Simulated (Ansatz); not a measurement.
Defect calculation: Cl interstitial in alpha quartz

All values below come from PBE, PAW (plane waves to 420 eV; Ansatz, a first-principles code). A 2×2×2 supercell of 72 sites was used; the energies come from a 2×2×2 Γ-centred sampling of its zone. Site at the start: void with 6O2Si nearest. Finite-size correction: monopole term and site-potential alignment. Dielectric constants: PBE linear response of the host. Host gap at this level: 5.68 eV. These values are not converged in cell size to better than tenths of an eV. Levels are measured in PBE's own, too narrow, gap. Spin–orbit coupling is left out. Each state is the lowest found from its start.

Formation energies E_f are given with the Fermi level at the valence-band maximum. Chemical conditions: Si-rich (Δμ(Cl) = -1.63 eV, bounded by SiCl4 (P2_1/c); only phases computed here count, gases as isolated molecules at 0 K). Reference phases: Cl: Cl2 molecule in a box.

The name describes the start; the neighbours show where the added atom ended.

```tsv
charge	moment (μB)	point group	largest move off a lattice site (Å)	neighbours of the added atom at the end (Å)	image correction with alignment (eV)	E_f, Si-rich (eV)
+1	not spin-polarised	C1	0.87	O 1.92, O 1.98	0.63	3.16
0	1.0	C1	0.88	O 2.39, O 2.45	0.00	4.72
−1	not spin-polarised	C1	1.17	Si 2.28, O 2.68, O 2.69, O 2.80, O 2.82, Si 2.84, O 2.85	0.14	6.58
```

Point groups are those of the whole cell at tolerances of 0.03 and 0.1 Å ("near" where only the looser one holds); none is given for unsettled states.

Transition levels above the valence-band maximum: ε(+1/0) = 1.55 eV; ε(0/−1) = 1.86 eV. On the lower envelope of the bound states, inside the gap: (+1/0) at 1.55 eV; (0/−1) at 1.86 eV.

Flagged in the runs: a doubtful potential alignment, a host whose relaxation on this sampling wasn't shown to rest, a strain field that reaches the edge of the cell.
